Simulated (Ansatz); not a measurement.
# Pd: stress against strain

Pd (fcc, Fm-3m, 14.577 Å³/atom at rest, cube axes along x, y and z) under a strain ε along a cube axis (axis z), the other axes held. PBEsol in Ansatz, a plane-wave DFT program (PAW, default set), 420 eV, 29×29×29 Γ-centred mesh, Fermi-Dirac smearing 0.10 eV; ions are relaxed within the symmetry of each cell. Stress is positive for a compressed cell.

Here s stands for strain and y for stress zz.

| strain (%) | stress zz (GPa) |
|---|---|
| -3.00 | ? |
| -1.50 | 3.87 |
| -1.00 | 2.54 |
| -0.50 | 1.25 |
| 0.00 | 0.00 |
| 0.50 | -1.22 |
| 1.00 | -2.40 |
| 1.50 | -3.54 |

The 7 complete rows are fitted with a straight line, y against s. Means: s 0, y 0.071. About the means, the sum of products is -17.290 and the sum of squares of s is 7.0000; the slope is their ratio. Least squares gives y = 0.071 - 2.4700·s. Residuals (row less fit): 0.094, -0.001, -0.056, -0.071, -0.056, -0.001, 0.094; standard error 0.076 (degrees of freedom: 5). The slope gives the elastic constant C11 = 247 ± 3 GPa.

Task: What does the fit predict for y at s = -3.00, and how far is the calculated value from it?

Result: y = 0.071 - 2.4700 × (-3.0) = 7.481 GPa. The calculation gives 8.11 GPa, 0.629 GPa above the prediction (5.4 % of the range of y in the table). The row lies outside the fitted rows, so this is an extrapolation. From the scatter of the fitted rows alone, a prediction at this place has a standard error of 0.119 GPa, so the miss is 5.3 times that.

One order more, fitted to all 13 runs of the series, follows each within 0.01, so the miss is the next term of a smooth law. In a metal these values are sensitive to mesh and smearing; energies are taken to zero smearing, stresses follow the free energy. Rows are the converged runs of the series near zero and its far end; series whose fitted rows scatter by over a few per cent of the range, as at a crossing or softening among them, aren't shown in this form. Most that stay on the fit to the last digits aren't either.
